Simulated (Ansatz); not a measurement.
Results of PBE0 (PAW; Ansatz, an electronic-structure program) for cubic perovskite CsCdCl₃.

Settings: plane-wave cutoff 460 eV, 6×6×6 k mesh, Fermi–Dirac smearing 0.01 eV, scalar-relativistic PAW data made under PBE.

Cell (measured lattice):

```
CdCsCl3
1.0
    5.21000     0.00000     0.00000
    0.00000     5.21000     0.00000
    0.00000     0.00000     5.21000
Cs Cd Cl
1 1 3
Direct
  0.00000   0.00000   0.00000
  0.50000   0.50000   0.50000
  0.50000   0.00000   0.50000
  0.00000   0.50000   0.50000
  0.50000   0.50000   0.00000
```

Task: Give the computed band gap and smallest direct gap on the k points sampled.

Result: 
- band gap = 3.90 eV (on the SCF k mesh)
- smallest direct gap on the k points sampled = 4.56 eV

Note: cell and atoms aren't relaxed at this level (pressure 1.4 GPa).

Spin–orbit coupling is not included.

Cost on a shared machine: around 9 core-minutes (rough).
